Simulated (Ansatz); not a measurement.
# What uniaxial stress, 5 GPa tension along x does to Mo

The parent structure is Mo in the bcc (W type) structure (space group Im-3m, No. 229; a = 3.1296 Å). Axes: x, y, z lie along the cube axes.

The change: uniaxial stress, 5 GPa tension along x, with the cell and atoms free to relax against it.

The values are results of DFT with PBEsol, PAW potentials and a 420 eV plane-wave cutoff in Ansatz (a quantum-chemistry and plane-wave program), without spin-orbit coupling, not measurements. Settings: 21×21×21 k-points, 0.05 eV Fermi–Dirac smearing.

| quantity | base | changed | shift |
|---|---|---|---|
| volume per atom | 15.33 Å³ | 15.42 Å³ | +0.09 Å³ |
| space group | Im-3m (No. 229) | I4/mmm (No. 139) | – |
| shortest interatomic distance | 2.710 Å | 2.716 Å | +0.006 Å |
| energy relative to the base (free energy F) | 0 meV/atom | +3.2 meV/atom | +3.2 meV/atom |
| band gap | zero | zero | – |
| strain response (xx, yy, zz) (rough) | – | (+1.32, −0.35, −0.35) % | – |

Without a gap, meshes like the base's 21×21×21 leave anisotropic stresses uncertain by several tenths of a GPa, and small strain energies with them. Beyond what the load breaks, stability against distortions was not tested. The final runs are not spin-polarised.
